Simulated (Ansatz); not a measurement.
The reference is MgS in the rock salt structure (space group Fm-3m, No. 225; a = 5.182 Å). Axes: x, y, z lie along the cube axes.

One thing is altered: biaxial strain −4.71 %, plane normal [001], relaxed out of plane (Cartesian); in-plane vectors clamped, the third vector and the atoms free.

Levels (all Ansatz, an electronic-structure program, PAW): PBEsol (420 eV, no spin-orbit coupling); HSE06+SOC (420 eV, noncollinear with spin-orbit coupling).

The geometry is relaxed with PBEsol.

| Property | Value |
|---|---|
| PBEsol valence-band top at Γ | 0.00, -0.26, -0.26 eV |
| PBEsol lowest conduction level above the VBM at special points | X 2.59 eV; M 3.08 eV; Γ 4.08 eV |

**Question.** Predict the valence-band top at Γ and lowest conduction level above the VBM at special points from HSE06+SOC.

**Answer.** The valence-band top at Γ (three highest Kramers pairs, from the VBM) goes from 0.00, -0.26, -0.26 eV to 0.00, -0.27, -0.35 eV; the lowest conduction level above the VBM at special points changes from X 2.59 eV; M 3.08 eV; Γ 4.08 eV to X 3.69 eV; M 4.21 eV; Γ 5.33 eV.

Single points use the geometry relaxed with PBEsol. The hybrid gap comes from the SCF mesh plus the semilocal run's edge points and a few special points and is an upper bound. The spin-orbit shifts are approximate. The levels and masses belong to the bands next to the band gap. Stability against distortions was not tested. Labels are those of the standard path for the cell's own space group.
